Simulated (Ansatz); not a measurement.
For AlPt3 (I4/mcm, No. 140; start mp-1080448), LDA in Ansatz (PAW) gives:

| Item | Result |
|---|---|
| lattice constant a | 5.418 Å |
| lattice parameter c | 7.788 Å |
| enthalpy of formation | -0.724 eV/atom |

**Question.** What does PBEsol (PAW; Ansatz, a quantum-chemistry and plane-wave program) give for the same quantities?

**Answer.** 
- lattice constant a: 5.457 Å (increases by 0.7 %)
- lattice parameter c: 7.825 Å (goes up by 0.5 %)
- formation enthalpy: -0.707 eV/atom (moves by +0.017 eV/atom)

Changes are worked out from the printed values.

Unless a cell is named, each level is at its own relaxed cell (LDA 14.29, PBEsol 14.56 Å³/atom).

Levels without +SOC leave out spin–orbit coupling, which shifts energies and cells of such heavy elements.

Caveats: the relaxation could not lower the start's symmetry, so the cell can be a saddle point above a distorted one (LDA, PBEsol). Ansatz's density-functional and Hartree–Fock values are scalar-relativistic unless marked +SOC, with PAW data made under PBE.

A start named mp-… is a Materials Project structure, which can be a computed phase never made.
